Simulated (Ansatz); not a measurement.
Levels about the gap of amorphous In9Ga9Zn9O38Ge (66 atoms in a cell of 838 Å³, 5.81 g/cm³; zone centre alone, so wide bands show as single levels with stretches between that a denser mesh fills), at the geometry that PBE relaxed, where it gives 0.9 GPa on a denser mesh. The participation number counts the atoms over which a state spreads; weights are charges in smoothed Voronoi cells. The levels come from a single point, so bond lengths are those of that geometry. Method of the levels: PBE, scalar-relativistic without spin-orbit coupling (Ansatz, an electronic-structure program). Sampling: the zone centre alone; Fermi-Dirac width 0.02 eV; no spin polarisation. At PBE the levels at the filled edge of the gap are localised (band-tail or defect states).

The cell was made by melting and quenching with the CHGNet potential and then relaxed with DFT. O atoms were pushed apart under 1.9 Å during the dynamics, to hinder bonds among them. The hot cell started wider than the set density and was brought back towards it in steps. It is the lowest in DFT energy of 2 quenches. It is a model cell: composition and starting density were chosen by hand, and all elements were melted together. No dispersion term was used. Its density started from a set value of 5.81 and ended at 5.81 g/cm³. The simulated quench (nominally 210 K/ps over its main leg) is rapid and tends to freeze in more defects than a deposited or slowly cooled glass has. Values belong to this one cell and scatter from quench to quench. The volume was held where the preparation left it and the shape relaxed, at a PBE pressure of 0.9 GPa. Stress components on the final sampling reach 0.9 GPa.

| E - E(highest filled), eV | filling | participation number | largest on | weight O | weight In | weight Zn | weight Ga |
|---|---|---|---|---|---|---|---|
| -0.47 | filled | 16.9 | O, 3 neighbours | 0.87 | 0.02 | 0.09 | 0.02 |
| -0.38 | filled | 20.3 | O, 4 neighbours | 0.86 | 0.02 | 0.09 | 0.02 |
| -0.36 | filled | 15.2 | O, 4 neighbours | 0.82 | 0.02 | 0.14 | 0.01 |
| -0.23 | filled | 23.4 | O, 4 neighbours | 0.82 | 0.02 | 0.15 | 0.01 |
| -0.20 | filled | 17.3 | O, 4 neighbours | 0.82 | 0.02 | 0.14 | 0.01 |
| -0.10 | filled | 15.7 | O, 4 neighbours | 0.83 | 0.01 | 0.14 | 0.01 |
| 0.00 | filled | 9.0 | O, 3 neighbours | 0.85 | 0.01 | 0.13 | 0.02 |
| 0.81 | empty | 60.0 | In, 5 neighbours | 0.50 | 0.22 | 0.14 | 0.13 |
| 3.42 | empty | 27.1 | In, 5 neighbours | 0.57 | 0.32 | 0.04 | 0.06 |
| 3.70 | empty | 27.1 | In, 5 neighbours | 0.58 | 0.25 | 0.09 | 0.08 |
| 3.74 | empty | 37.5 | In, 6 neighbours | 0.58 | 0.23 | 0.08 | 0.11 |
| 3.84 | empty | 29.7 | In, 5 neighbours | 0.57 | 0.22 | 0.15 | 0.06 |
| 4.01 | empty | 30.3 | In, 6 neighbours | 0.58 | 0.26 | 0.08 | 0.08 |
| 4.26 | empty | 47.0 | In, 5 neighbours | 0.60 | 0.17 | 0.07 | 0.14 |

Most localised among these is the filled level at +0.00 eV, on a O atom, which has 3 neighbours (Zn 1.91 Å, Ga 1.92 Å, In 2.20 Å).
